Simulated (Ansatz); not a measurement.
Take MgO in the rock salt structure (space group Fm-3m, No. 225; a = 4.214 Å) as the base. Axes: x, y, z lie along the cube axes.

Method: DFT with PBEsol, PAW potentials and a 420 eV plane-wave cutoff in Ansatz (an electronic-structure program), no spin-orbit coupling.

The change: uniaxial strain ε_zz = −1.50 %, all other strain components held at zero; the atoms relax in the strained cell.

Question: Predict the stress tensor and what it implies for the stiffness.

Answer: Stress of the strained cell less that of the base (GPa, compression positive):
```
   1.39    0.00    0.00
   0.00    1.39    0.00
   0.00    0.00    4.82
```

Then −Δσ_ii/ε with ε = -0.0150 gives secant stiffness values (nonlinear terms included at this strain): C33 ≈ 322 GPa, C13 ≈ 92 GPa and C23 ≈ 92 GPa.

No phonon test of stability was made.
